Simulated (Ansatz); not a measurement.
We consider cubic perovskite BaLiF3, described by r²SCAN+rVV10 (plane waves, PAW; Ansatz, a program for electronic structure).

The input as run:

Ansatz 0.2 input:
```yaml
crystal:
  lattice:
    - [3.9860674483, 0.0, 0.0]
    - [0.0, 3.9860674483, 0.0]
    - [0.0, 0.0, 3.9860674483]
  atoms:
    - { symbol: Ba, position: [0.0, 0.0, 0.0] }
    - { symbol: Li, position: [0.5, 0.5, 0.5] }
    - { symbol: F, position: [0.5, 0.0, 0.5] }
    - { symbol: F, position: [0.0, 0.5, 0.5] }
    - { symbol: F, position: [0.5, 0.5, 0.0] }
basis:
  ecutwfc: 560
  ecutrho_ratio: 4
  xc_grid: 3
kpoints:
  mp_grid: { grid: [8, 8, 8] }
hamiltonian:
  xc: r2scan
  dispersion: rvv10
  pseudopotentials: { kind: paw }
scf:
  occupations: { method: fermi_dirac, width: 0.01 }
  convergence: { dr2_threshold: 0.0000000005 }
output:
  forces: true
  stress: true
  eigenvalues: true
```

The run printed, among other lines:

```
Crystal: 5 atoms, lattice volume = 63.334 Å³
Basis set: ecut = 560 eV, 1935 PW (Γ), exchange–correlation on 96×96×96 points (27 copies of the dense FFT grid, shifted against one another)
Bands: 22, of which v1, the nominal top of the filled ones, is band 17 counted from 1 (16 counted from 0)
Symmetry: 48 space group operations
Space group: Pm-3m (ITA 221), of the structure as read, at distance tolerance 4.0e-5 Å
k-points: 35 of 512
Functional: x = r2scan, c = r2scan + rvv10(b = 11.95, C = 0.0093); τ floored in thin density (d = 2e-4 eV/Å³)
SCF iter   1: F=—  HF=-8605.826030 eV  |F-HF|=—  |Δ(HF+E_count)|=         —  Δρ=8.15e-3  dr2=4.96e-2  dr2_τ=9.32e-2
SCF iter   2: F=—  HF=-8605.941026 eV  |F-HF|=—  |Δ(HF+E_count)|=   1.15e-1  Δρ=4.15e-3  dr2=6.85e-3  dr2_τ=1.11e-3
  ...
SCF iter   7: F=—  HF=-8605.938335 eV  |F-HF|=—  |Δ(HF+E_count)|=   1.74e-8  Δρ=1.29e-6  dr2=1.24e-9  dr2_τ=1.10e-10
SCF iter   8: F=-8605.938335 eV  HF=-8605.938335 eV  |F-HF|=5.46e-12  |Δ(HF+E_count)|=  3.97e-10  Δρ=1.75e-7  dr2=2.84e-11  dr2_τ=2.30e-12
SCF 1 converged in 8 iterations: F = -8605.938335 eV  dr2 = 2.84e-11
SCF converged after 8 iterations
Free energy (F): -8605.938335 eV
Internal energy: -8605.938335 eV  (E = F + TS)
E sigma→0 (E₀):  -8605.938335 eV
Fermi energy:    8.064156 eV
--- Forces (eV/Å), atoms counted from 1 ---
  atom   1  Ba    -0.00000000     0.00000000    -0.00000000
  atom   2  Li     0.00000000     0.00000000     0.00000000
  atom   3  F      0.00000000    -0.00000000    -0.00000000
  atom   4  F      0.00000000    -0.00000000    -0.00000000
  atom   5  F      0.00000000     0.00000000     0.00000000
--- Stress (GPa, compression-positive) ---
       -1.597067       0.000000      -0.000000
       -0.000000      -1.597067       0.000000
       -0.000000       0.000000      -1.597067
  P = ⅓ Tr σ = -1.5971 GPa (-15.971 kbar)
```

The cell is one volume of an energy–volume scan, off the minimum.

The PAW data were made under PBE.

It cost around 7 core-seconds (rough) of CPU time.
